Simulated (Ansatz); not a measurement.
PbF2 under a change: isotropic strain +2.50 %

The parent structure is PbF₂ in the fluorite structure (space group Fm-3m, No. 225; a = 6.001 Å).

Now apply this change: an isotropic linear strain of +2.50 %; the atoms relax in the strained cell.

Level of theory: Ansatz (an electronic-structure program) PBE, no spin-orbit coupling. k-mesh 10×10×10 (Γ-centred); smearing 0.05 eV (Fermi–Dirac).

```tsv
quantity	base	changed	shift
volume per atom	18.01 Å³	19.39 Å³	+1.38 Å³
space group	Fm-3m (No. 225)	Fm-3m (No. 225)	–
shortest interatomic distance	2.598 Å	2.663 Å	+0.065 Å
energy relative to the base (free energy F)	0 meV/atom	+19 meV/atom	+19 meV/atom
pressure	0.00 GPa	-4.13 GPa	-4.13 GPa
band gap	4.42 eV	4.37 eV	-0.057 eV
gap character	indirect, W → X	indirect, L → X	–
smallest direct gap	4.56 eV	4.53 eV	-0.03 eV
width of the top valence band	1.76 eV	1.39 eV	-0.37 eV
electron mass	2.5 mₑ along k, 0.51 mₑ across (at X)	2.0 mₑ along k, 0.52 mₑ across (at X)	–
valley order (the lowest conduction-band minima on the path, energy above the VBM, named in the base's zone)	X along ⟨100⟩ 4.42 eV; L along ⟨111⟩ 5.03 eV; a point along ⟨110⟩, about 0.6 Å⁻¹ from Γ 5.40 eV	X along ⟨100⟩ 4.37 eV; L along ⟨111⟩ 4.96 eV; a point along ⟨110⟩, about 0.6 Å⁻¹ from Γ 5.31 eV	–
```

Final structure:

```yaml
crystal:
  lattice:
    - [0.00000, 3.07538, 3.07538]
    - [3.07538, 0.00000, 3.07538]
    - [3.07538, 3.07538, 0.00000]
  atoms:
    - { symbol: Pb, position: [0.00000, 0.00000, 0.00000] }
    - { symbol: F, position: [0.25000, 0.25000, 0.25000] }
    - { symbol: F, position: [0.75000, 0.75000, 0.75000] }
```

With Pb present, leaving out spin-orbit coupling can change the band edges. Effective masses come from finite differences of ±0.01 Å⁻¹. Along k means along the line from Γ to the band edge. Whether these cells are dynamically stable was not tested.
